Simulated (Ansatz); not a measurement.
## A computed series for BeSe: response to strain

The parent structure is BeSe in the zinc blende structure (space group F-43m, No. 216; a = 5.0816 Å).

Strains are applied to the cell and any free atomic positions relax.

The values are results of LDA in Ansatz (plane waves to 420 eV, PAW, no spin-orbit coupling), not measurements.

```tsv
variant	smallest direct gap	volume per atom	band gap	pressure
base	4.43 eV	16.40 Å³	2.40 eV	-0.01 GPa
isotropic strain −3.00 %	4.88 eV	14.97 Å³	2.19 eV	9.15 GPa
isotropic strain −2.00 %	4.81 eV	15.44 Å³	2.26 eV	5.71 GPa
isotropic strain −0.50 %	4.55 eV	16.16 Å³	2.37 eV	1.29 GPa
isotropic strain +0.50 %	4.32 eV	16.65 Å³	2.43 eV	-1.23 GPa
isotropic strain +1.00 %	___	16.90 Å³	___	-2.37 GPa
isotropic strain +1.50 %	4.10 eV	17.15 Å³	2.50 eV	-3.44 GPa
isotropic strain +2.00 %	4.00 eV	17.41 Å³	2.52 eV	-4.45 GPa
isotropic strain +2.50 %	3.89 eV	17.66 Å³	2.55 eV	-5.39 GPa
isotropic strain +3.00 %	3.79 eV	17.92 Å³	2.58 eV	-6.27 GPa
```

Q: Complete the table.

A: 
- isotropic strain +1.00 %, smallest direct gap: 4.21 eV
- isotropic strain +1.00 %, band gap: 2.47 eV

Stability against distortions was not tested.

Ansatz is a program for electronic structure.
